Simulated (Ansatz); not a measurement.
Take Al in the fcc (Cu type) structure (space group Fm-3m, No. 225; a = 4.041 Å; relaxed with 0.1 eV smearing) as the base.

Level of theory: Ansatz (an electronic-structure program) PBE, without spin-orbit coupling.

Base values:

```
Property    Value
--------  -------
Pressure  0.0 GPa
```

The change: every lattice vector is shortened by 3.00 %, atoms relaxed at fixed cell.

### Question
Predict the new energy relative to the base and pressure.

### Answer
The energy grows by 36 meV/atom; the pressure goes from zero to 8.7 GPa.

The cells carry an imposed strain or load. Whether these cells are dynamically stable was not tested.
